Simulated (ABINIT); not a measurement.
ABINIT run on Be5Pt (P1, 6 atoms in the cell): self-consistent single point.

Computed with PBEsol, norm-conserving pseudopotentials (PseudoDojo nc-sr-04 PBEsol standard) (plane waves; ABINIT).

The change in words: lattice scaled by 0.98. Reference geometry:
```
Be5Pt
1.0
    0.00000     2.98130     2.98130
    2.98130     0.00000     2.98130
    2.98130     2.98130     0.00000
Be Pt
5 1
Direct
  0.25693   0.26616   0.24625
  0.63690   0.61105   0.12134
  0.60390   0.12570   0.62981
  0.61243   0.62373   0.64228
  0.12997   0.63446   0.61194
  0.00987   0.98889   0.99839
```

Reference input (self-consistent single point, DFT, PBEsol, plane waves, norm-conserving pseudopotentials (PseudoDojo nc-sr-04 PBEsol standard)): pseudos = [Be.upf, Pt.upf]; ecut = 44 Ha; ixc = -116133; occopt = 3; tsmear = 0.00499791 Ha; ngkpt = 5 5 5; nshiftk = 1; shiftk = 0 0 0; potentials = PseudoDojo nc-sr-04 PBEsol standard; nband = 25; kptopt = 1; nstep = 100. This run's input differs from it in these lines:

```diff
@@ -3,3 +3,3 @@
 pseudos "Be.upf, Pt.upf"
-acell 7.9674536368 7.9674536368 7.9674536368
+acell 7.8081045640 7.8081045640 7.8081045640
 rprim
@@ -13,8 +13,8 @@
 xcart
-         2.8868474759    2.8348189589    2.9470112586
-         4.1261628065    4.2717975834    7.0307850492
-         4.2564115650    6.9505366252    4.1104612931
-         7.1324702363    7.0688191064    6.9643057314
-         7.0220244272    4.1797800665    4.3067048591
-        11.1960579765    5.6803760178    5.6268601670
+         2.8291105264    2.7781225797    2.8880710334
+         4.0436395504    4.1863616317    6.8901693482
+         4.1712833337    6.8115258927    4.0282520672
+         6.9898208316    6.9274427243    6.8250196167
+         6.8815839387    4.0961844652    4.2205707619
+        10.9721368169    5.5667684975    5.5143229636
 ecut 44
```

Output, abridged:

```
--- !BeginCycle
solver: {iscf: 7, nstep: 100, nline: 4, wfoptalg: 0, }
tolerances: {tolvrs: 1.00E-11, }
...

     iter   Etot(hartree)      deltaE(h)  residm     vres2
 ETOT  1  -199.21134011076    -1.992E+02 1.655E-01 6.108E+03
 ETOT  2  -198.95310197849     2.582E-01 4.039E-02 9.705E+03
 ETOT  3  -200.04888191588    -1.096E+00 1.616E-02 1.792E+02
 ETOT  4  -200.06878279379    -1.990E-02 1.248E-02 6.570E+00
 ETOT  5  -200.06942410863    -6.413E-04 2.340E-03 2.034E-01
   [... 2 lines left out ...]
 ETOT  8  -200.06944842786    -1.024E-08 6.504E-04 5.771E-07
 ETOT  9  -200.06944842791    -4.616E-11 5.996E-05 4.426E-08
 ETOT 10  -200.06944842791    -4.263E-12 1.145E-04 1.421E-09
 ETOT 11  -200.06944842791    -8.527E-14 1.056E-05 5.325E-14
 At SCF step   11       vres2   =  5.32E-14 < tolvrs=  1.00E-11 =>converged.

 Cartesian components of stress tensor (hartree/bohr^3)
  sigma(1 1)= -3.83224503E-04  sigma(3 2)= -1.56928993E-05
  sigma(2 2)= -3.61170630E-04  sigma(3 1)=  1.42923095E-05
  sigma(3 3)= -3.69912036E-04  sigma(2 1)=  1.92527848E-05

 ----iterations are completed or convergence reached----

 reduced coordinates (array xred) for    6 atoms
       0.256927999992      0.266163000004      0.246248999992
       0.636902999991      0.611052999986      0.121336000001
       0.603902999986      0.125698999999      0.629808999997
       0.612428999989      0.623726999985      0.642277999998
       0.129969999999      0.634464999994      0.611935999988
       0.009867000003      0.988893999976      0.998392999985
 cartesian forces (eV/Angstrom) at end:
   [... lines left out ...]
 Fermi (or HOMO) energy (eV) =  10.69127   Average Vxc (eV)= -12.55845
   [... lines left out ...]
total_energy        : -2.00069448427912E+02
total_energy_eV     : -5.44416655983039E+03
band_energy         : -4.46049936939305E+01
...

-Cartesian components of stress tensor (GPa)         [Pressure=  1.0928E+01 GPa]
- sigma(1 1)= -1.12748522E+01  sigma(3 2)= -4.61700961E-01
- sigma(2 2)= -1.06260050E+01  sigma(3 1)=  4.20494191E-01
- sigma(3 3)= -1.08831860E+01  sigma(2 1)=  5.66436390E-01

 Calculation completed.
```

The run converged in 11 iterations. Against the reference run the free energy rises by 15.9 meV/atom, the pressure goes from -0.66 to 10.93 GPa and the largest force goes from 0.877 to 1.042 eV/Å.

The starting cell comes from a database of computed structures (which also holds hypothetical and non-ambient phases and stackings), without a prior relaxation at this level. Its atoms were displaced at random from the sites of space group no. 216. For this run, on top of that: lattice scaled by 0.98. Spin polarisation is off. With a pressure of about 11 GPa the cell is away from its equilibrium volume at this level. Forces in this geometry exceed 1 eV/Å.

Cost on one core of a shared machine: roughly 4 min.
